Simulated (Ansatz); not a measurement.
We consider NiAs-type NiSb, described by revPBE in Ansatz (plane waves, PAW).

Input:

Ansatz 0.2 input:
```yaml
crystal:
  lattice:
    - [1.9993252329, -3.4629328842, 0.0]
    - [1.9993252329, 3.4629328842, 0.0]
    - [0.0, 0.0, 5.1922938001]
  atoms:
    - { symbol: Ni, position: [0.0, 0.0, 0.5] }
    - { symbol: Ni, position: [0.0, 0.0, 0.0] }
    - { symbol: Sb, position: [0.3333333333, 0.6666666667, 0.25] }
    - { symbol: Sb, position: [0.6666666667, 0.3333333333, 0.75] }
basis:
  ecutwfc: 520
  ecutrho_ratio: 4
  xc_grid: 2
kpoints:
  mp_grid: { grid: [18, 18, 12] }
hamiltonian:
  xc: revpbe
  dispersion: none
  pseudopotentials: { kind: paw }
scf:
  occupations: { method: fermi_dirac, width: 0.05 }
  convergence: { dr2_threshold: 0.0000000004 }
output:
  forces: true
  stress: true
  eigenvalues: true
```

From the output:

```
Crystal: 4 atoms, lattice volume = 71.898 Å³
Basis set: ecut = 520 eV, 1945 PW (Γ), exchange–correlation on 60×60×80 points (8 copies of the dense FFT grid, shifted against one another)
Bands: 40, of which v1, the nominal top of the filled ones, is band 33 counted from 1 (32 counted from 0)
Symmetry: 24 space group operations
Space group: P63/mmc (ITA 194), of the structure as read, at distance tolerance 4.2e-5 Å
k-points: 259 of 3888
Functional: x = revpbe(κ = 1.245, μ = 0.2195149727645171), c = pbe(β = 0.06672455060314922)
SCF iter   1: F=—  HF=-24668.934578 eV  |F-HF|=—  |Δ(HF+E_count)|=         —  Δρ=9.16e-3  dr2=3.57e-2
SCF iter   2: F=—  HF=-24668.934608 eV  |F-HF|=—  |Δ(HF+E_count)|=   2.96e-5  Δρ=7.08e-3  dr2=1.91e-2
  ...
SCF iter   9: F=—  HF=-24668.930877 eV  |F-HF|=—  |Δ(HF+E_count)|=   2.52e-9  Δρ=1.05e-6  dr2=6.35e-10
SCF iter  10: F=-24668.930877 eV  HF=-24668.930877 eV  |F-HF|=2.91e-11  |Δ(HF+E_count)|=  2.04e-10  Δρ=3.18e-7  dr2=8.03e-11
SCF 1 converged in 10 iterations: F = -24668.930877 eV  dr2 = 8.03e-11
SCF converged after 10 iterations
Free energy (F): -24668.930877 eV
Internal energy: -24668.911784 eV  (E = F + TS)
E sigma→0 (E₀):  -24668.921331 eV
Fermi energy:    14.417583 eV
--- Forces (eV/Å), atoms counted from 1 ---
  atom   1  Ni    -0.00000000    -0.00000000     0.00000000
  atom   2  Ni     0.00000000    -0.00000000     0.00000000
  atom   3  Sb     0.00000000     0.00000000     0.00000000
  atom   4  Sb     0.00000000    -0.00000000     0.00000000
--- Stress (GPa, compression-positive) ---
        0.010275      -0.000000      -0.000000
       -0.000000       0.010275      -0.000000
       -0.000000      -0.000000      -0.001160
  P = ⅓ Tr σ = 0.0065 GPa (0.065 kbar)
```

The PAW data were made under PBE.

Ansatz is a program for electronic structure.
